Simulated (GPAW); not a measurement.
GPAW is run on ReW3 (Cmmm, 4 atoms in the cell), and the run fails. The aim is a self-consistent single point with DFT LDA (Perdew-Wang 92), plane waves, GPAW PAW datasets LDA (gpaw-data 1.0.1).

Cell that was meant: a = 2.7448 Å, b = 2.7448 Å, c = 8.9797 Å, α = 90.00°, β = 90.00°, γ = 109.78°.

Part of the input:

```python
from gpaw import GPAW, PW, FermiDirac

atoms = Atoms(['Re', 'W', 'W', 'W'],
              cell=[[0.835449, -1.188199, 0.000000],
                    [0.835449, 1.188199, 0.000000],
                    [0.000000, 0.000000, 4.751842]],
              scaled_positions=[[0.000000, 0.000000, 0.000000],
                                [0.500000, 0.500000, 0.750720],
                                [0.500000, 0.500000, 0.249280],
[...]
            nbands=-10,
            convergence={'forces': 0.001},
            symmetry={'symmorphic': False, 'tolerance': 0.0005},
            maxiter=60)

atoms.calc = calc
```

The program printed (abridged):

```
Input parameters:
  convergence: {forces: 0.001}
  kpts: [[-0.4375     -0.4375     -0.16666667],
         [-0.4375     -0.4375      0.16666667],
         [-0.4375     -0.4375      0.5       ],
         ...,
         [ 0.4375      0.4375     -0.16666667],
         [ 0.4375      0.4375      0.16666667],
         [ 0.4375      0.4375      0.5       ]]
   [... lines left out ...]
 Maximum [total energy] change in last 3 cyles: 0.0005 eV / valence electron
 Maximum integral of absolute [dens]ity change: 0.0001 electrons / valence electron
 Maximum integral of absolute [eigenst]ate change: 4e-08 eV^2 / valence electron
 Maximum change in the atomic [forces] across last 2 cycles: 0.001 eV/Ang OR
Maximum error relative to the maximum force is below inf
 Maximum number of scf [iter]ations: 60

Symmetries present (total): 8
Symmetries with fractional translations: 0
192 k-points: 8 x 8 x 3 Monkhorst-Pack grid + [0.000000,0.000000,1/6]
40 k-points in the irreducible part of the Brillouin zone
       k-points in crystal coordinates                weights
   0:     0.06250000   -0.06250000    0.16666667          4/192
   1:     0.06250000   -0.06250000    0.50000000          2/192
   2:     0.06250000    0.06250000    0.16666667          4/192
   [... 7 lines left out ...]
          ...
  39:     0.43750000    0.43750000    0.50000000          2/192

Wave functions: Plane wave expansion
  Cutoff energy: 550.000 eV
  Number of coefficients (min, max): 266, 288
  Pulay-stress correction: 0.000000 eV/Ang^3 (de/decut=0.000000)

Occupation numbers: Fermi-Dirac:
  width: 0.1000  # eV

Eigensolver

Densities:
  Coarse grid: 8*8*27 grid
  Fine grid: 16*16*54 grid
  Total Charge: 0.000000

Density mixing:
  Method: separate
  Backend: pulay
  Linear mixing parameter: 0.05
  old densities: 5
  Damping of long wavelength oscillations: 50

Hamiltonian:
  XC and Coulomb potentials evaluated on a 16*16*54 grid
  External potential:
    NoExternalPotential

Number of atoms: 4
Number of atomic orbitals: 51
Number of bands in calculation: 37
Number of valence electrons: 55
Bands to converge: occupied

Density initialized from atomic densities
Traceback (most recent call last):
   [... frames left out ...]
numpy.linalg.LinAlgError: The leading minor of order 44 of B is not positive definite. The factorization of B could not be completed and no eigenvalues or eigenvectors were computed.
```

Q: Read the log: what does the program object to, and what is the fix?

A: The fault is this: cell numbers converted the wrong way (times 0.529); here the program stops on it instead of giving results. To fix it, give the lengths in the unit that the key or card expects. The program stopped with an error.

An input that runs soundly differs in these lines (not the only fix; some lines may just follow from the change or write a value another way):
```diff
-              cell=[[0.835449, -1.188199, 0.000000],
-                    [0.835449, 1.188199, 0.000000],
-                    [0.000000, 0.000000, 4.751842]],
+              cell=[[1.578770, -2.245370, 0.000000],
+                    [1.578770, 2.245370, 0.000000],
+                    [0.000000, 0.000000, 8.979680]],
-            maxiter=60)
+            maxiter=150)
```

With that input, the run converged in 20 iterations: free energy E − TS (from the program's reference atoms) -51.0255 eV; Fermi level (on the code's own zero) 14.08 eV; pressure -16.19 GPa; largest force (vector length) 0.258 eV/Å (DFT LDA (Perdew-Wang 92), plane waves, GPAW PAW datasets LDA (gpaw-data 1.0.1)).

On the sound input: the starting cell comes from a database of computed structures (which also holds hypothetical and non-ambient phases and stackings), without a prior relaxation at this level. Spin polarisation is off. With a pressure of about -16 GPa the cell is away from its equilibrium volume at this level.
